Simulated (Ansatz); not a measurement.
# rock-salt NbN (1 1 0) on diamond (1 1 0) (film strained to the substrate, started from cuts of the bulks and a machine-learned relaxation; slabs C72 and N12Nb12, which can lie off the formulas)

A periodic stack without vacuum, rock-salt NbN (1 1 0) on diamond (1 1 0) (film strained to the substrate, started from cuts of the bulks and a machine-learned relaxation; slabs C72 and N12Nb12, which can lie off the formulas): substrate slab C72, film N12Nb12, surface cells [[-1, 2], [-1, -1]] and [[0, 2], [-1, 0]], film strained by -1.1 and -1.1 %, outermost planes C/C and NNb/NNb as cut, which need not be the usual terminations and can put a slab off its formula.

The start was prepared with a machine-learned potential, and the result is one local minimum, with the in-plane cell held and forces under 0.04 eV/Å; the film can end far from its bulk form.

Calculation: PBE (plane waves to 420 eV, PAW; Ansatz, a first-principles code). No spin–orbit coupling; the runs are not spin-polarised; PBE gaps are too small against experiment. Its k-point mesh 4×6×1, Fermi–Dirac width 0.05 eV.

```
Quantity                                                                                  Result
-------------------------------------------------------------------------------  ---------------
interface area                                                                           27.1 Å²
period                                                                                   25.90 Å
heights between the nearest atoms of the two slabs at the two interfaces         1.74 and 1.78 Å
C–Nb contacts across the interfaces within 1.22 times the sum of covalent radii  15, mean 2.47 Å
hole barrier (PBE, at the middle of a substrate layer that carries a field)              0.81 eV
electron barrier (PBE, at the middle of a substrate layer that carries a field)          3.31 eV
slope of the mean potential energy in the substrate                               +3.2 MV/cm × e
```

```
NbC6N
1.0
    6.18585    -0.00024     0.05747
   -0.00018     4.37407     0.03832
   -1.13389     1.56365    25.90287
C N Nb
72 12 12
Direct
  0.95919   0.57680   0.08847
  0.29146   0.24290   0.08715
  0.62758   0.91330   0.08920
  0.04464   0.25136   0.08716
  0.38050   0.91971   0.08830
  0.71293   0.58339   0.08908
  0.28800   0.76112   0.04114
  0.61702   0.43414   0.04160
  0.93970   0.07235   0.04620
  0.38506   0.45719   0.04694
  0.70405   0.10061   0.03990
  0.04160   0.77302   0.04241
  0.64182   0.87411   0.18650
  0.97524   0.54043   0.18633
  0.30830   0.20762   0.18613
  0.72518   0.54101   0.18648
  0.05880   0.20765   0.18612
  0.39191   0.87474   0.18627
  0.96720   0.05821   0.13766
  0.30168   0.72856   0.13731
  0.63506   0.39443   0.13774
  0.05154   0.72644   0.13747
  0.38535   0.39646   0.13754
  0.71824   0.06118   0.13775
  0.32252   0.16769   0.28381
  0.65595   0.83419   0.28390
  0.98925   0.50083   0.28387
  0.40594   0.83441   0.28386
  0.73922   0.50087   0.28388
  0.07264   0.16762   0.28382
  0.64893   0.35428   0.23516
  0.98212   0.02046   0.23505
  0.31553   0.68780   0.23507
  0.73219   0.02087   0.23517
  0.06561   0.68735   0.23509
  0.39897   0.35472   0.23503
  0.00330   0.46099   0.38141
  0.33656   0.12782   0.38139
  0.67000   0.79395   0.38137
  0.08679   0.12794   0.38143
  0.41999   0.79447   0.38146
  0.75322   0.46069   0.38126
  0.32961   0.64770   0.33265
  0.66296   0.31422   0.33257
  0.99622   0.98080   0.33264
  0.41293   0.31444   0.33259
  0.74624   0.98084   0.33263
  0.07967   0.64761   0.33264
  0.68404   0.75261   0.47879
  0.01731   0.42124   0.47910
  0.35065   0.08853   0.47901
  0.76673   0.41939   0.47848
  0.10153   0.08978   0.47882
  0.43443   0.75554   0.47928
  0.01001   0.94050   0.43029
  0.34371   0.60784   0.43032
  0.67702   0.27390   0.42991
  0.09384   0.60798   0.43023
  0.42701   0.27488   0.43012
  0.76027   0.94045   0.43017
  0.35979   0.05272   0.57590
  0.69213   0.69876   0.57278
  0.02672   0.37260   0.57563
  0.44961   0.71621   0.57846
  0.78215   0.38467   0.57183
  0.12631   0.07817   0.56916
  0.68936   0.22825   0.52730
  0.02110   0.89429   0.52914
  0.35826   0.56843   0.52841
  0.77418   0.90063   0.52852
  0.11004   0.57160   0.52816
  0.44277   0.23846   0.52784
  0.74757   0.93354   0.66627
  0.22696   0.89386   0.66620
  0.49878   0.39748   0.71676
  0.99511   0.39977   0.71124
  0.27084   0.87598   0.77834
  0.73561   0.86876   0.78128
  0.98907   0.34272   0.84121
  0.51050   0.34629   0.83728
  0.76145   0.82460   0.90052
  0.26493   0.81911   0.90470
  0.49972   0.28706   0.95179
  0.02493   0.30761   0.95801
  0.49731   0.89836   0.71195
  0.99638   0.89527   0.72040
  0.73156   0.45695   0.65002
  0.27618   0.38531   0.64575
  0.01440   0.84441   0.83583
  0.49261   0.84149   0.84376
  0.23471   0.37626   0.77849
  0.76543   0.36920   0.77639
  0.53950   0.78641   0.97100
  0.01578   0.80106   0.95864
  0.75556   0.32206   0.90717
  0.25725   0.32289   0.89858
```
